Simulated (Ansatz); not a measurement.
The starting structures come from a database of crystals and need not be the phases stable at ambient conditions.

The decay constant κ of evanescent states in the gap governs leakage through a thin film.

Data:

```
CELL_PARAMETERS angstrom
      3.58013     0.00000     0.00000
      0.00000     8.89911    -0.02688
      0.00000     0.64040     5.01407
ATOMIC_POSITIONS crystal
  Hf 0.25000 0.34358 0.28383
  Hf 0.75000 0.65642 0.71617
  S  0.25000 0.83400 0.88156
  S  0.75000 0.16600 0.11844
  S  0.75000 0.55466 0.23788
  S  0.25000 0.44534 0.76212
  S  0.75000 0.17011 0.53215
  S  0.25000 0.82989 0.46785
```

Space group of this cell: P2_1/m. The cell was relaxed by PBE-D3(BJ); by r2SCAN its mean pressure is 1.8 GPa.

Transport runs along the normal of the first two printed cell vectors.

The gap is the functional's own, uncorrected, and κ follows it; spin-orbit coupling is left out. Mid-gap values are interpolated between the computed energies.

Q: Estimate the band gap and the smallest decay constant κ at mid-gap that Ansatz (an electronic-structure program) with r2SCAN returns for this system.

A: Gap 1.39 eV on a 8×4×6 mesh; κ = 0.172 1/Å, at (0.250, 0.250) of the in-plane reciprocal vectors. At the zone centre, at the nearest computed energy, the slowest state has κ = 0.20 1/Å.
